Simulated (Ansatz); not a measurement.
The reference is CdS in the wurtzite structure (space group P6_3mc, No. 186; a = 4.1643 Å, c = 6.7688 Å). Axes: x lies along a and z along c of the hexagonal cell.

All numbers come from r2SCAN (Ansatz, a first-principles code, PAW, scalar-relativistic without spin-orbit coupling), earlier PAW set.

Now apply this change: the cell is compressed by 1.52 % along x with no lateral relaxation, atoms relaxed at fixed cell.

### Question
Predict the stress tensor and what it implies for the stiffness.

### Answer
Stress of the strained cell less that of the base (GPa, compression positive):
```
   1.31    0.00    0.00
   0.00    0.83    0.00
   0.00    0.00    0.69
```

Then −Δσ_ii/ε with ε = -0.0152 gives secant stiffness values (nonlinear terms included at this strain): C11 ≈ 86 GPa, C12 ≈ 54 GPa and C13 ≈ 46 GPa.

Stability against distortions was not tested.
